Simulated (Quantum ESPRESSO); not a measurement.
## Several settings converged on NbH (I4/mmm, 2 atoms in the cell)

```
CELL_PARAMETERS angstrom
     -1.59893     1.59893     1.97438
      1.59893    -1.59893     1.97438
      1.59893     1.59893    -1.97438
ATOMIC_POSITIONS crystal
  Nb 0.00000 0.00000 0.00000
  H  0.50000 0.50000 0.00000
```

Base method: LDA (PW92), PseudoDojo standard norm-conserving (LDA) pseudopotentials (plane waves; Quantum ESPRESSO).

Base settings: ecutwfc = 85 Ry; occupations = smearing; smearing = fd; degauss = 0.0073499 Ry; potentials = {Nb: Nb.upf, H: H.upf}; K_POINTS = automatic 10 10 10 0 0 0; conv_thr = 1e-09 Ry; mixing_beta = 0.7.

Core times come from one kind of shared machine, to one figure; runs under 30 s give none.

**Zone-centre phonons against the cutoff**

In this ladder: ph.x.tr2_ph = 1e-14; ph.x.fildyn = dyn.G; dynmat.x.fildyn = dyn.G; dynmat.x.asr = crystal.

The mesh stays at the base's, so the ladder's end is converged at best in this setting alone.

Frequencies are those of the unrelaxed cell, without the LO-TO term of polar crystals.

Only quantities that move along the ladder and can be compared are tabulated.

| ecutwfc | highest zone-centre frequency (cm⁻¹) |
|---|---|
| 42 Ry | 1584.4 |
| 51 Ry | 1560.3 |
| 59 Ry | 1566.6 |
| 85 Ry | 1567.4 |
| 128 Ry | 1567.2 |

Coarsest ecutwfc that holds the highest zone-centre frequency within 1 cm⁻¹ of the last step, with all finer ones: 59 Ry; the step before is off by 7.0 cm⁻¹.

**Zone-centre phonons against the mesh**

In this ladder: ph.x.tr2_ph = 1e-14; ph.x.fildyn = dyn.G; dynmat.x.fildyn = dyn.G; dynmat.x.asr = crystal.

Frequencies are those of the unrelaxed cell, without the LO-TO term of polar crystals.

Only quantities that move along the ladder and can be compared are tabulated.

| K_POINTS | highest zone-centre frequency (cm⁻¹) | core time / last (rough) |
|---|---|---|
| automatic 4 4 4 0 0 0 | 1598.1 | – |
| automatic 6 6 6 0 0 0 | 1569.7 | 0.2 |
| automatic 9 9 9 0 0 0 | 1564.9 | 0.4 |
| automatic 11 11 11 0 0 0 | 1566.8 | 1 |

Coarsest K_POINTS that holds the highest zone-centre frequency within 10 cm⁻¹ of the last step, with all finer ones: automatic 6 6 6 0 0 0, at about 0.2 of the last step's time; the step before is off by 31 cm⁻¹.

**Zone-centre phonons against the SCF threshold**

In this ladder: ph.x.tr2_ph = 1e-14; ph.x.fildyn = dyn.G; dynmat.x.fildyn = dyn.G; dynmat.x.asr = crystal.

The mesh stays at the base's, so the ladder's end is converged at best in this setting alone.

Frequencies are those of the unrelaxed cell, without the LO-TO term of polar crystals.

Only quantities that move along the ladder and can be compared are tabulated.

```csv
conv_thr,highest zone-centre frequency (cm⁻¹),core time / last (rough)
7.3e-05 Ry,1544.1,1
7.3e-07 Ry,1575.5,0.9
7.3e-09 Ry,1567.4,0.7
7.3e-13 Ry,1567.2,1
```

Coarsest conv_thr that holds the highest zone-centre frequency within 1 cm⁻¹ of the last step, with all finer ones: 7.3e-09 Ry; the step before is off by 8.3 cm⁻¹.

On the base run: the starting cell comes from a database of computed structures (which also holds hypothetical and non-ambient phases and stackings), without a prior relaxation at this level. Its lattice was rescaled by up to half a per cent. Spin polarisation is off. In the base run, with a pressure of about -8 GPa the cell is away from its equilibrium volume at this level.
